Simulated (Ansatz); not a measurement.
# TiAl, response to strain

The parent structure is TiAl (space group P4/mmm, No. 123; a = 2.813 Å, c = 4.062 Å; relaxed with 0.1 eV smearing). Axes: x, y, z lie along a, b, c of the conventional cell.

Strains are applied to the cell and any free atomic positions relax.

The values are results of r2SCAN, PAW, 500 eV (Ansatz, a first-principles code; without spin-orbit coupling), not measurements.

Notes on the quantities. pressure: mean of the normal stresses, compression positive; energy relative to the base: free energy F.

```csv
change,volume per atom,pressure,energy relative to the base
base,16.07 Å³,0.0 GPa,0 meV/atom
uniaxial strain ε_xx = +0.50 %,16.15 Å³,(withheld),+0.3 meV/atom
uniaxial strain ε_xx = +1.00 %,16.23 Å³,(withheld),+1.0 meV/atom
uniaxial strain ε_xx = +1.50 %,16.31 Å³,-1.7 GPa,+2.3 meV/atom
uniaxial strain ε_xx = +2.00 %,16.39 Å³,-2.3 GPa,+4.1 meV/atom
uniaxial strain ε_xx = +2.50 %,16.47 Å³,(withheld),+6.3 meV/atom
uniaxial strain ε_xx = +3.00 %,16.55 Å³,-3.3 GPa,(withheld)
```

Task: What belongs in the blanks?

Result: 
- uniaxial strain ε_xx = +0.50 %, pressure: -0.6 GPa
- uniaxial strain ε_xx = +1.00 %, pressure: -1.2 GPa
- uniaxial strain ε_xx = +2.50 %, pressure: -2.8 GPa
- uniaxial strain ε_xx = +3.00 %, energy relative to the base: +9.0 meV/atom

Stability against distortions was not tested. All final runs are without spin polarisation.
